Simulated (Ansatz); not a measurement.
Start from Ti in the hcp (Mg type) structure (space group P6_3/mmc, No. 194; a = 2.940 Å, c = 4.654 Å; relaxed with 0.1 eV smearing).

Level of theory: plane-wave PAW DFT at the PBE level (Ansatz, a quantum-chemistry and plane-wave program, 420 eV), spin-orbit coupling left out.

Strains are applied to the cell and any free atomic positions relax.

One change was made to it. Results:

The energy rises by 1.3 meV/atom; the pressure (mean of the normal stresses, compression positive) goes from zero to -1.6 GPa; the band gap stays zero.

Problem. What was done to the base?
A. isotropic strain −3.00 %
B. isotropic strain −1.00 %
C. isotropic strain −0.50 %
D. isotropic strain +2.00 %
E. isotropic strain +0.50 %

Solution. E, isotropic strain +0.50 %. For comparison, the pressure in the other runs: isotropic strain −1.00 % gives 3.5 GPa; isotropic strain −3.00 % gives 11.9 GPa; isotropic strain −0.50 % gives 1.7 GPa; isotropic strain +2.00 % gives -5.9 GPa.

Whether these cells are dynamically stable was not tested. The final runs are not spin-polarised.
